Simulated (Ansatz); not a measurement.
# rock-salt TiN (0 0 1) on silicon (0 0 1), Al on 2 of 5 substrate sites at each interface (film strained to the substrate, started from cuts of the bulks and a machine-learned relaxation; slabs Si56Al4 and N48Ti48, which can lie off the formulas)

A periodic stack without vacuum, rock-salt TiN (0 0 1) on silicon (0 0 1), Al on 2 of 5 substrate sites at each interface (film strained to the substrate, started from cuts of the bulks and a machine-learned relaxation; slabs Si56Al4 and N48Ti48, which can lie off the formulas): substrate slab Si56Al4, film N48Ti48, surface cells [[-3, -1], [-1, -2]] and [[0, -2], [4, 2]], film strained by +1.8 and +1.8 %, outermost planes Si/Si and NTi/NTi as cut, which need not be the usual terminations and can put a slab off its formula.

The start was prepared with a machine-learned potential, and the result is one local minimum, with the in-plane cell held and forces under 0.04 eV/Å; the film can end far from its bulk form.

Calculation: PBE (plane waves to 420 eV, PAW; Ansatz, an electronic-structure program). Spin–orbit coupling is left out; the runs are not spin-polarised; PBE gaps are too small against experiment. Its k-point mesh 3×3×1, Fermi–Dirac width 0.05 eV.

* **interface area**: 74.8 Å²
* **period**: 29.54 Å
* **heights between the nearest atoms of the two slabs at the two interfaces**: 1.83 and 1.84 Å
* **Al–Ti contacts across the interfaces within 1.22 times the sum of covalent radii**: 16, mean 3.11 Å
* **Si–Ti contacts across the interfaces within 1.22 times the sum of covalent radii**: 14, mean 2.91 Å
* **Al–N contacts across the interfaces within 1.22 times the sum of covalent radii**: 4, mean 1.98 Å
* **N–Si contacts across the interfaces within 1.22 times the sum of covalent radii**: 2, mean 1.88 Å
* **hole barrier (PBE)**: 0.11 eV
* **electron barrier (PBE)**: 0.50 eV

```yaml
crystal:
  lattice:
    - [8.64812, 0.00082, -0.11364]
    - [0.00044, 8.64832, 0.10658]
    - [-2.12005, 1.23498, 29.58928]
  atoms:
    - { symbol: Si, position: [0.79235, 0.59954, 0.07680] }
    - { symbol: Si, position: [0.37719, 0.80770, 0.08017] }
    - { symbol: Si, position: [0.60714, 0.19439, 0.07999] }
    - { symbol: Si, position: [0.18115, 0.40690, 0.08114] }
    - { symbol: Si, position: [0.99946, 0.99995, 0.07220] }
    - { symbol: Al, position: [0.58930, 0.77512, 0.03415] }
    - { symbol: Al, position: [0.25840, 0.02956, 0.03494] }
    - { symbol: Si, position: [0.37569, 0.29173, 0.04563] }
    - { symbol: Si, position: [0.93140, 0.41745, 0.04158] }
    - { symbol: Si, position: [0.75020, 0.02963, 0.03275] }
    - { symbol: Si, position: [0.91713, 0.28357, 0.17199] }
    - { symbol: Si, position: [0.51437, 0.48205, 0.17067] }
    - { symbol: Si, position: [0.72749, 0.87965, 0.16990] }
    - { symbol: Si, position: [0.31772, 0.08296, 0.17034] }
    - { symbol: Si, position: [0.11675, 0.68463, 0.17319] }
    - { symbol: Si, position: [0.70623, 0.39519, 0.12530] }
    - { symbol: Si, position: [0.29765, 0.59687, 0.12622] }
    - { symbol: Si, position: [0.51124, 0.98875, 0.12620] }
    - { symbol: Si, position: [0.09754, 0.18888, 0.12423] }
    - { symbol: Si, position: [0.91655, 0.79051, 0.12181] }
    - { symbol: Si, position: [0.84319, 0.56314, 0.26412] }
    - { symbol: Si, position: [0.44898, 0.76742, 0.26319] }
    - { symbol: Si, position: [0.64367, 0.16491, 0.26329] }
    - { symbol: Si, position: [0.24596, 0.36582, 0.26453] }
    - { symbol: Si, position: [0.04574, 0.96681, 0.26357] }
    - { symbol: Si, position: [0.63452, 0.67343, 0.21637] }
    - { symbol: Si, position: [0.23364, 0.87672, 0.21784] }
    - { symbol: Si, position: [0.42858, 0.27419, 0.21725] }
    - { symbol: Si, position: [0.03196, 0.47302, 0.21852] }
    - { symbol: Si, position: [0.83156, 0.07308, 0.21736] }
    - { symbol: Si, position: [0.97106, 0.24587, 0.35593] }
    - { symbol: Si, position: [0.57019, 0.44922, 0.35741] }
    - { symbol: Si, position: [0.77603, 0.84840, 0.35649] }
    - { symbol: Si, position: [0.37300, 0.04935, 0.35637] }
    - { symbol: Si, position: [0.17285, 0.64963, 0.35527] }
    - { symbol: Si, position: [0.75573, 0.35518, 0.31056] }
    - { symbol: Si, position: [0.36163, 0.55948, 0.30965] }
    - { symbol: Si, position: [0.56092, 0.95768, 0.31045] }
    - { symbol: Si, position: [0.15885, 0.15578, 0.31018] }
    - { symbol: Si, position: [0.95881, 0.75680, 0.30926] }
    - { symbol: Si, position: [0.90713, 0.52604, 0.44754] }
    - { symbol: Si, position: [0.49847, 0.72711, 0.44859] }
    - { symbol: Si, position: [0.69313, 0.13361, 0.44747] }
    - { symbol: Si, position: [0.28805, 0.33193, 0.45192] }
    - { symbol: Si, position: [0.10738, 0.93357, 0.44955] }
    - { symbol: Si, position: [0.69031, 0.64053, 0.40314] }
    - { symbol: Si, position: [0.28771, 0.83885, 0.40182] }
    - { symbol: Si, position: [0.47692, 0.24278, 0.40377] }
    - { symbol: Si, position: [0.08790, 0.43808, 0.40055] }
    - { symbol: Si, position: [0.88701, 0.03950, 0.40341] }
    - { symbol: Al, position: [0.94612, 0.09392, 0.53879] }
    - { symbol: Al, position: [0.61546, 0.34675, 0.53977] }
    - { symbol: Si, position: [0.82984, 0.83187, 0.52812] }
    - { symbol: Si, position: [0.45416, 0.09242, 0.54112] }
    - { symbol: Si, position: [0.27401, 0.70508, 0.53227] }
    - { symbol: Si, position: [0.82669, 0.31530, 0.49339] }
    - { symbol: Si, position: [0.41234, 0.52248, 0.49708] }
    - { symbol: Si, position: [0.59779, 0.92814, 0.49381] }
    - { symbol: Si, position: [0.20532, 0.12270, 0.50150] }
    - { symbol: Si, position: [0.02392, 0.71552, 0.49277] }
    - { symbol: N, position: [0.19656, 0.58123, 0.68053] }
    - { symbol: N, position: [0.69643, 0.58145, 0.67947] }
    - { symbol: N, position: [0.44525, 0.83033, 0.67981] }
    - { symbol: N, position: [0.94681, 0.83114, 0.68095] }
    - { symbol: N, position: [0.19724, 0.08075, 0.67971] }
    - { symbol: N, position: [0.69684, 0.08070, 0.67941] }
    - { symbol: N, position: [0.44576, 0.33079, 0.67905] }
    - { symbol: N, position: [0.94624, 0.33186, 0.67884] }
    - { symbol: N, position: [0.42941, 0.59044, 0.61048] }
    - { symbol: N, position: [0.92755, 0.59265, 0.60928] }
    - { symbol: N, position: [0.67168, 0.84437, 0.61054] }
    - { symbol: N, position: [0.17186, 0.84543, 0.61098] }
    - { symbol: N, position: [0.42518, 0.08665, 0.60320] }
    - { symbol: N, position: [0.92902, 0.09912, 0.60528] }
    - { symbol: N, position: [0.67270, 0.34840, 0.60492] }
    - { symbol: N, position: [0.17496, 0.34675, 0.60779] }
    - { symbol: N, position: [0.23733, 0.55441, 0.82158] }
    - { symbol: N, position: [0.73707, 0.55440, 0.82170] }
    - { symbol: N, position: [0.48754, 0.80401, 0.82316] }
    - { symbol: N, position: [0.98736, 0.80415, 0.82220] }
    - { symbol: N, position: [0.23756, 0.05386, 0.82240] }
    - { symbol: N, position: [0.73758, 0.05455, 0.82279] }
    - { symbol: N, position: [0.48760, 0.30409, 0.82158] }
    - { symbol: N, position: [0.98710, 0.30450, 0.82135] }
    - { symbol: N, position: [0.46729, 0.56740, 0.75218] }
    - { symbol: N, position: [0.96702, 0.56751, 0.75229] }
    - { symbol: N, position: [0.71678, 0.81767, 0.75230] }
    - { symbol: N, position: [0.21718, 0.81728, 0.75253] }
    - { symbol: N, position: [0.46668, 0.06730, 0.75110] }
    - { symbol: N, position: [0.96681, 0.06799, 0.75147] }
    - { symbol: N, position: [0.71680, 0.31769, 0.75072] }
    - { symbol: N, position: [0.21695, 0.31763, 0.75168] }
    - { symbol: N, position: [0.27681, 0.52919, 0.96457] }
    - { symbol: N, position: [0.77497, 0.53126, 0.96345] }
    - { symbol: N, position: [0.53183, 0.77334, 0.96899] }
    - { symbol: N, position: [0.02945, 0.77515, 0.96609] }
    - { symbol: N, position: [0.27542, 0.02299, 0.96853] }
    - { symbol: N, position: [0.77918, 0.03539, 0.97062] }
    - { symbol: N, position: [0.53274, 0.27726, 0.96330] }
    - { symbol: N, position: [0.03252, 0.27643, 0.96291] }
    - { symbol: N, position: [0.50790, 0.54032, 0.89443] }
    - { symbol: N, position: [0.00781, 0.54065, 0.89333] }
    - { symbol: N, position: [0.75855, 0.79105, 0.89483] }
    - { symbol: N, position: [0.25813, 0.78999, 0.89504] }
    - { symbol: N, position: [0.50751, 0.04115, 0.89446] }
    - { symbol: N, position: [0.00712, 0.04109, 0.89418] }
    - { symbol: N, position: [0.75914, 0.29145, 0.89408] }
    - { symbol: N, position: [0.25752, 0.29068, 0.89292] }
    - { symbol: Ti, position: [0.44760, 0.58248, 0.68130] }
    - { symbol: Ti, position: [0.94559, 0.58148, 0.68207] }
    - { symbol: Ti, position: [0.69383, 0.83452, 0.68098] }
    - { symbol: Ti, position: [0.19945, 0.83640, 0.68155] }
    - { symbol: Ti, position: [0.44869, 0.07708, 0.67919] }
    - { symbol: Ti, position: [0.94599, 0.08032, 0.67967] }
    - { symbol: Ti, position: [0.69363, 0.32767, 0.67917] }
    - { symbol: Ti, position: [0.19852, 0.32526, 0.68123] }
    - { symbol: Ti, position: [0.17086, 0.59240, 0.61267] }
    - { symbol: Ti, position: [0.68176, 0.60474, 0.61236] }
    - { symbol: Ti, position: [0.41313, 0.82663, 0.60900] }
    - { symbol: Ti, position: [0.93457, 0.83221, 0.61182] }
    - { symbol: Ti, position: [0.17758, 0.09398, 0.61163] }
    - { symbol: Ti, position: [0.68488, 0.08124, 0.61190] }
    - { symbol: Ti, position: [0.41431, 0.35963, 0.61171] }
    - { symbol: Ti, position: [0.93471, 0.35627, 0.61164] }
    - { symbol: Ti, position: [0.48679, 0.55321, 0.82296] }
    - { symbol: Ti, position: [0.98812, 0.55421, 0.82248] }
    - { symbol: Ti, position: [0.73676, 0.80413, 0.82353] }
    - { symbol: Ti, position: [0.23838, 0.80330, 0.82374] }
    - { symbol: Ti, position: [0.48793, 0.05417, 0.82361] }
    - { symbol: Ti, position: [0.98690, 0.05374, 0.82331] }
    - { symbol: Ti, position: [0.73853, 0.30480, 0.82204] }
    - { symbol: Ti, position: [0.23718, 0.30453, 0.82215] }
    - { symbol: Ti, position: [0.21623, 0.56767, 0.75138] }
    - { symbol: Ti, position: [0.71760, 0.56859, 0.75091] }
    - { symbol: Ti, position: [0.46577, 0.81719, 0.75184] }
    - { symbol: Ti, position: [0.96717, 0.81730, 0.75174] }
    - { symbol: Ti, position: [0.21728, 0.06805, 0.75056] }
    - { symbol: Ti, position: [0.71652, 0.06760, 0.75027] }
    - { symbol: Ti, position: [0.46754, 0.31742, 0.75035] }
    - { symbol: Ti, position: [0.96601, 0.31851, 0.75013] }
    - { symbol: Ti, position: [0.52238, 0.51696, 0.96157] }
    - { symbol: Ti, position: [0.03378, 0.52954, 0.96124] }
    - { symbol: Ti, position: [0.79007, 0.76199, 0.96214] }
    - { symbol: Ti, position: [0.26991, 0.76576, 0.96224] }
    - { symbol: Ti, position: [0.51979, 0.04052, 0.96195] }
    - { symbol: Ti, position: [0.02672, 0.02781, 0.96224] }
    - { symbol: Ti, position: [0.79150, 0.29524, 0.96488] }
    - { symbol: Ti, position: [0.26983, 0.28935, 0.96203] }
    - { symbol: Ti, position: [0.25874, 0.54032, 0.89181] }
    - { symbol: Ti, position: [0.75687, 0.53933, 0.89260] }
    - { symbol: Ti, position: [0.51073, 0.79400, 0.89472] }
    - { symbol: Ti, position: [0.00598, 0.79647, 0.89265] }
    - { symbol: Ti, position: [0.25828, 0.04148, 0.89418] }
    - { symbol: Ti, position: [0.75578, 0.04474, 0.89465] }
    - { symbol: Ti, position: [0.51053, 0.28731, 0.89288] }
    - { symbol: Ti, position: [0.00494, 0.28550, 0.89233] }
```
